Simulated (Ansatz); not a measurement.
An Ansatz (a quantum-chemistry and plane-wave program) run: CsPbBr3; Ansatz PBE, no spin-orbit coupling.

Input:

Ansatz 0.2 input:
```yaml
crystal:
  lattice:
    - [6.0027802584, 0, 0]
    - [0, 6.0027802584, 0]
    - [0, 0, 6.0027802584]
  atoms:
    - { symbol: Cs, position: [0, 0, 0] }
    - { symbol: Pb, position: [0.5, 0.5, 0.5] }
    - { symbol: Br, position: [0, 0.5, 0.5] }
    - { symbol: Br, position: [0.5, 0.5, 0] }
    - { symbol: Br, position: [0.5, 0, 0.5] }
basis: { ecutwfc: 420, ecutrho_ratio: 4, xc_grid: 2, fft_grid_basis: typed }
kpoints: { mp_grid: { grid: [6, 6, 6] } }
hamiltonian:
  xc: pbe
  dispersion: none
  pseudopotentials: { kind: paw }
scf: { occupations: { method: fermi_dirac, width: 0.05 }, convergence: { dr2_threshold: 0.0000000005 } }
output: { forces: true, stress: true }
checkpoint: { write: state.ck, write_every: 1000 }
```

Output (explanatory and most iteration lines left out):

```
Pseudopotential: Cs, paw, valence charge 9
Pseudopotential: Pb, paw, valence charge 14
Pseudopotential: Br, paw, valence charge 7
Crystal: 5 atoms, lattice volume = 216.300 Å³
Basis set: ecut = 420 eV, 4169 PW (Γ), exchange–correlation on 90×90×90 points (8 copies of the dense FFT grid, shifted against one another)
Bands: 27, of which v1, the nominal top of the filled ones, is band 22 counted from 1 (21 counted from 0)
Symmetry: 48 space group operations
Space group: Pm-3m (ITA 221), of the structure as read, at distance tolerance 6.0e-5 Å
k-points: 20 of 216
Functional: x = pbe(κ = 0.804, μ = 0.2195149727645171), c = pbe(β = 0.06672455060314922)
SCF iter   1: F=—  HF=-25933.276000 eV  |F-HF|=—  |Δ(HF+E_count)|=         —  Δρ=4.95e-4  dr2=5.08e-4  ethr=1.77e-3  ⟨swp⟩=7.5  Hψ=2843  notcnv=0
SCF iter   2: F=—  HF=-25933.275769 eV  |F-HF|=—  |Δ(HF+E_count)|=   2.31e-4  Δρ=1.85e-4  dr2=9.01e-5  ethr=1.15e-6  ⟨swp⟩=3.4  Hψ=1592  notcnv=0  defer=1
SCF 1 converged in 7 iterations: F = -25933.275893 eV  dr2 = 1.11e-10
SCF converged after 7 iterations
Free energy (F): -25933.275893 eV
Internal energy: -25933.275893 eV  (E = F + TS)
E sigma→0 (E₀):  -25933.275893 eV
Fermi energy:    3.780366 eV
--- Forces (eV/Å), atoms counted from 1 ---
  atom   1  Cs    -0.00000000     0.00000000    -0.00000000
  atom   2  Pb    -0.00000000     0.00000000     0.00000000
  atom   3  Br     0.00000000     0.00000000     0.00000000
  atom   4  Br     0.00000000     0.00000000    -0.00000000
  atom   5  Br     0.00000000     0.00000000     0.00000000
--- Stress (GPa, compression-positive) ---
        0.000299       0.000000       0.000000
        0.000000       0.000299       0.000000
        0.000000       0.000000       0.000299
  P = ⅓ Tr σ = 0.0003 GPa (0.003 kbar)
```

Spin-orbit coupling, missing from the scalar runs, can matter with Pb. No phonon test of stability was made. The cell is CsPbBr$_{3}$ in the cubic perovskite structure (space group Pm-3m, No. 221). Many cubic perovskites are stable only at high temperature; tilts and polar distortions were not tested. This is not the structure that CsPbBr3 has at room temperature and ambient pressure.
